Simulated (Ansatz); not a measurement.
Where the default PAW files enter, the runs use the earlier of Ansatz's two default sets.

Here is the system:

```
O2Si
1.0
    5.09250     0.00000     0.00000
    0.00000     5.09250     0.00000
    0.00000     0.00000     7.07261
Si O
4 8
Direct
  0.30134   0.30134   0.50000
  0.19866   0.80134   0.75000
  0.69866   0.69866   0.00000
  0.80134   0.19866   0.25000
  0.10643   0.23861   0.32011
  0.26139   0.60643   0.57011
  0.89357   0.76139   0.82011
  0.73861   0.39357   0.07011
  0.60643   0.26139   0.42989
  0.76139   0.89357   0.17989
  0.39357   0.73861   0.92989
  0.23861   0.10643   0.67989
```

Space group of this cell: P4_12_12. The cell is strained (all lengths scaled by 1.02); by r2SCAN its mean pressure is -9.2 GPa.

Transport runs along the normal of the first two printed cell vectors, the (001) plane of the conventional cell.

No gap correction and no spin-orbit coupling; mid-gap values are interpolated between computed energies.

### Question
Give the band gap and the smallest decay constant κ at mid-gap that Ansatz (a quantum-chemistry and plane-wave program) with r2SCAN yields.

### Answer
Gap 5.99 eV on a 6×6×4 mesh; κ = 0.528 1/Å, at the zone centre.
